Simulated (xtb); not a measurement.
xtb 6.7.1, GFN1-xTB: Sb(Me)3 ([CH3][Sb]([CH3])[CH3]), 13 atoms. The geometry is a generated start, not checked to be a minimum at this level.

method: GFN1-xTB
--acc: 1 (default)
--etemp (K): 300 (default)
detailed input (--input): none: ANC optimiser, Lindh (1995) Hessian, microcycle=20, maxdispl=1.0, hlow=0.01 (default)
basis functions: 40
valence electrons: 26

```xyz
13

Sb     0.0070    -0.0016     1.2248
C      0.2155    -1.8257     0.0550
H      0.2500    -2.6923     0.7044
H      1.1337    -1.7801    -0.5193
H     -0.6272    -1.9257    -0.6193
C      1.4541     1.0828     0.0252
H      2.4366     0.6406     0.1491
H      1.4942     2.1194     0.3400
H      1.1673     1.0353    -1.0212
C     -1.6700     0.7408     0.0617
H     -2.6046     0.3985     0.4971
H     -1.5965     0.3798    -0.9600
H     -1.6600     1.8283     0.0625
```

The structure is relaxed from this start with --opt LEVEL for the levels crude, sloppy, loose, lax, normal, tight, vtight, extreme, once each. Up to the end of the extreme run atoms move by at most 0.84 Å along an axis.

What is the loosest level that ends within 1 meV of the extreme run, and how many cycles does it take?

normal: 46 cycles against 63, ending 0.54 meV above.

| level | cycles | energy above the extreme run (meV) | gradient norm (eV/Å) |
|---|---|---|---|
| crude | 4 | 29 | 0.12 |
| sloppy | 4 | 29 | 0.12 |
| loose | 5 | 28 | 0.036 |
| lax | 15 | 20 | 0.11 |
| normal | 46 | 0.54 | 0.045 |
| tight | 53 | 0.035 | 0.026 |
| vtight | 56 | 0.013 | 0.0050 |
| extreme | 63 | — | 0.0016 |
